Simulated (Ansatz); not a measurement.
# Pressure series in ZnS

The parent structure is ZnS in the zinc blende structure (space group F-43m, No. 216; a = 5.3569 Å).

Cell and atoms are relaxed at each pressure.

The values are results of Ansatz (an electronic-structure program), PBEsol, PAW, cutoff 420 eV, no SOC, earlier PAW set, not measurements.

Notes on the quantities. hole mass: degenerate bands, along [100].

| variant | lattice parameter a | band gap | width of the top valence band | gap character | hole mass |
|---|---|---|---|---|---|
| base | 5.357 Å | 2.08 eV | 2.86 eV | direct at Γ | 0.18, 0.66, 0.66 mₑ (at Γ) |
| pressure −2 GPa | 5.405 Å | ___ | 2.76 eV | direct at Γ | 0.18, 0.68, 0.68 mₑ (at Γ) |
| pressure −1 GPa | ___ | 2.03 eV | 2.81 eV | direct at Γ | 0.18, 0.67, 0.67 mₑ (at Γ) |
| pressure 0.9 GPa | 5.337 Å | 2.13 eV | 2.91 eV | direct at Γ | 0.18, 0.65, 0.65 mₑ (at Γ) |
| pressure 2.1 GPa | 5.312 Å | 2.19 eV | 2.96 eV | direct at Γ | 0.19, 0.64, 0.64 mₑ (at Γ) |
| pressure 4.5 GPa | 5.267 Å | 2.30 eV | 3.07 eV | direct at Γ | 0.19, 0.62, 0.62 mₑ (at Γ) |
| pressure 9 GPa | 5.194 Å | 2.49 eV | 3.24 eV | direct at Γ | ___ |
| pressure 15 GPa | 5.114 Å | 2.70 eV | 3.45 eV | direct at Γ | 0.21, 0.55, 0.55 mₑ (at Γ) |
| pressure 22.5 GPa | 5.032 Å | 2.67 eV | 3.67 eV | indirect, Γ → X | 0.22, 0.52, 0.52 mₑ (at Γ) |
| pressure 30 GPa | 4.963 Å | 2.54 eV | 3.87 eV | indirect, Γ → X | ___ |

Task: What belongs in the blanks?

Result: 
- pressure −2 GPa, band gap: 1.97 eV
- pressure −1 GPa, lattice parameter a: 5.380 Å
- pressure 9 GPa, hole mass: 0.20, 0.58, 0.58 mₑ (at Γ)
- pressure 30 GPa, hole mass: 0.23, 0.49, 0.49 mₑ (at Γ)

Load acts through the strain it causes; cell and atoms are relaxed under it. Masses are band curvatures over ±0.01 Å⁻¹ around the edge. Stability against distortions was not tested. Measured, ZnS leaves this structure (for rock salt) near 14.7 GPa (temperature not stated; as listed in Datta, Sujoy, Jana, Debnarayan, arXiv (2020)), on rising pressure, with hysteresis.
